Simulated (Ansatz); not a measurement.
The starting structures come from a database of crystals and need not be the phases stable at ambient conditions.

 Where the default PAW files enter, the runs use the earlier of Ansatz's two default sets.

By PBEsol, the system below comes out a metal.

The ballistic (Sharvin) conductance counts the channels at the Fermi level: G/A = (e²/h) × channels of both spins per area.

Data:

```yaml
crystal:
  lattice:
    - [3.87551, 0.00000, 0.00000]
    - [0.00000, 5.65845, 0.00000]
    - [0.00000, -1.55644, 3.97718]
  atoms:
    - { symbol: Y, position: [0.75000, 0.72278, 0.86139] }
    - { symbol: Y, position: [0.25000, 0.27722, 0.13861] }
    - { symbol: Ge, position: [0.75000, 0.16876, 0.58438] }
    - { symbol: Ge, position: [0.25000, 0.83124, 0.41562] }
```

Space group of this cell: P2_1/m. The cell is strained (lengths across the current scaled by 0.98, ions clamped); by PBEsol its mean pressure is 0.9 GPa.

The current flows along the normal of the first two printed cell vectors. No spin-orbit coupling; the value is a mean over 0.1 eV about the Fermi level.

Question: Give the ballistic conductance per area that Ansatz (a program for electronic structure) with PBEsol yields.

Answer: 0.19 × 10¹⁵ S/m² for both spins.
